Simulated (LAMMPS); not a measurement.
LAMMPS 22 Jul 2025, classical MD, EAM (Cu_mishin1.eam.alloy): Cu, 500000 atoms.

| Item | Value |
|---|---|
| task | MD, nve |
| potential | EAM, Cu_mishin1.eam.alloy |
| copies of the repeat unit | 50×50×50 |
| shape (slab and sphere leave vacuum in the box) | slab |
| temperature | 800 K |
| steps | 300 |
| timestep | 2 fs |
| neighbor skin | 2 Å |
| neigh_modify | every 1 delay 0 check yes |
| thermo | 100 |
| newton | on (default) |
| atom_modify sort (bins of 2 Å where set) | 1000 (default) |
| box | 180.8 × 180.8 × 542.2 Å, the slab in its lowest third along z, the rest vacuum |
| start | generated fcc lattice, warmed in an untimed run |
| compared values | energy and forces of the first step, drift over the run |

Machine: one whole node, Arm Neoverse V2, 96 cores on 1 socket, no SMT, 1 L3 cache group; 94 cores' worth of CPU time may be used.

Wall times, medians of two to five repeats, each run alone on the node (launch to exit). Unless noted, each process is bound to its own block of adjacent cores. The build: PyPI wheel: MPICH, OPENMP and OPT packages; another build can shift the numbers. Scratch files lie in a memory file system. A preparatory run goes ahead and isn't timed.

Base settings, kept where nothing else is said: comm = brick (default), balance = none (default), processors = * * * (default), suffix = none (plain styles) (default). The candidates, on 64 cores each, agree within 1.0 meV/atom in energy, 10 meV/Å in forces on 48 atoms, 0.20 meV an atom in drift of the total energy:
A. 64 ranks, comm = tiled, balance = fix b all balance 200 1.1 rcb
B. 64 ranks
C. 64 ranks, processors = 4 4 4
D. 64 ranks, balance = fix b all balance 200 1.1 shift xyz 10 1.05 weight time 0.8
E. 64 ranks, processors = 64 1 1
F. 8 ranks × 8 threads, suffix = omp

Task: Which choice gives the shortest wall time?

Result: A and D, at 3.6 s to 3.8 s, level within 8 % or the scatter of repeats. At the other end F takes 2.6× as long.

| candidate | wall time | repeats | neighbour list builds |
|---|---|---|---|
| A | 3.6 s | 2 runs within 1 % | 8 |
| D | 3.8 s | 2 runs within 1 % | 8 |
| E | 5.3 s | 3 runs within 1 % | 8 |
| C | 9.1 s | 3 runs within 1 % | 8 |
| B | 9.3 s | 3 runs within 1 % | 8 |
| F | 9.4 s | 2 runs within 1 % | 8 |

From the slowest to the fastest: The largest move is in other (Other): 2.4 s to 0.025 s. The slowest rank's pair time is 1.84 times the mean in the first run and 1.02 times in the second; the others wait. As resolved by the program: grid of ranks 1 by 2 by 4 against 2 by 4 by 8.
